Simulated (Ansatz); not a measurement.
Subject: the formation energy of Bi2Te3 (R-3m) from the elements. Reaction: 3 Te (P3₁21) + 2 Bi (R-3m) → Bi2Te3 (R-3m). Negative: the products are lower in energy. The value is per atom of the solid.

Bi2Te3 (R-3m), 5 atoms in the cell, k-point mesh 10×10×10 on the run's own vectors.
Bi2Te3 is taken in the trigonal space group R-3m, hexagonal axes (No. 166), Pearson symbol hR5. Lattice parameters: a = 4.3871 Å, b = 4.3871 Å, c = 30.3037 Å, α = 90.00°, β = 90.00°, γ = 120.00°. Bi on 6c is surrounded by 3 Te at 3.068 Å and 3 Te at 3.242 Å (octahedral). Te1 on 6c has 3 Bi at 3.068 Å (trigonal pyramidal). Te2 on 3a has 6 Bi at 3.242 Å (octahedral). (Neighbours: up to the widest gap in distance over summed covalent radii, below 1.35, at either atom; cation-cation and far metal-metal contacts left out.)
(The calculation used a cell of 5 atoms; values per cell refer to that cell.)

Te (P3₁21), 3 atoms in the cell; metallic (partly filled levels) with PBE, k-point mesh 12×12×6 on the run's own vectors. Conventional cell: a = b = 4.3171 Å, c = 5.9673 Å, α = β = 90.00°, γ = 120.00°.

Bi (R-3m), 2 atoms in the cell, k-point mesh 16×16×16 on the run's own vectors. Conventional cell: a = b = 4.533 Å, c = 11.653 Å, α = β = 90.00°, γ = 120.00°.

All numbers come from Ansatz (a program for electronic structure), plane waves with PAW, its PAW set soft_1, cutoff 420 eV, 500 eV for r2SCAN. The structures are at rest with PBE+D3(BJ); other levels are single points on them. HSE06 runs on coarser k-point meshes, mended by the PBE difference between the two meshes. Neutral cells; Fermi-Dirac smearing of at most 0.10 eV in the solids, energies taken to zero width. The lattices are those relaxed with PBE+D3(BJ), so at other levels the solids can be strained, which adds to the spread. A dispersion term (D3(BJ), or D4 for r2SCAN) was computed beside these levels and is taken off wherever the name lacks it. No zero-point or thermal terms. The structures are the rest points that the relaxations reached, not proven lowest. Spin-orbit coupling is left out. The state moves with the level: Te (P3₁21) is free of partly filled levels with HSE06 but metallic or partly filled with PBE.

### Question
What is the computed value (PBE)?

### Answer
-0.24 eV/atom, for 3 Te (P3₁21) + 2 Bi (R-3m) → Bi2Te3 (R-3m).

### Question
What do the other levels give, and how wide is the spread?

### Answer
```csv
Method,value (eV/atom),less PBE
PBE+D3(BJ),-0.23,0.01
r2SCAN,-0.28,-0.04
HSE06,-0.28,-0.04
```

The levels span 0.05 eV/atom, from r2SCAN (-0.28) to PBE+D3(BJ) (-0.23).
